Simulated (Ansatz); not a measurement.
We consider PtC (model structure, P-6m2, No. 187, 2 atoms in the cell), described by PBE (Ansatz, a first-principles code, plane waves, PAW).

Numerical settings: plane-wave cutoff 520 eV, 24×24×20 k mesh (along the axes of the cell as run), Fermi–Dirac smearing 0.05 eV, scalar-relativistic PAW data made under PBE.

Cell (relaxed at this level):

Space group P-6m2 (No. 187); a = b = 3.019 Å, c = 2.874 Å, α = β = 90.00°, γ = 120.00°

```tsv
atom	site	symmetry	x	y	z
Pt	1a	-6m2	0.0000	0.0000	0.0000
C	1d	-6m2	0.3333	0.6667	0.5000
```

Question: Estimate the bulk modulus B0 that the calculation returns.

Answer: 
- bulk modulus B0: 244 GPa

The run finds no gap.

Note: the bulk modulus is −V dP/dV from two relaxed cells at ±2 % in volume; the relaxation could raise the start's symmetry but not lower it, so the cell can be a saddle point.

Spin–orbit coupling is not included; it can open a gap where bands touch, and shift volumes and moduli.

Cost on a shared machine: about 2.0 core-minutes (a rough figure).

A model structure was made by putting elements into a prototype or built by hand; it is no filed structure, need not be a known phase, and can be a saddle point held by its symmetry.
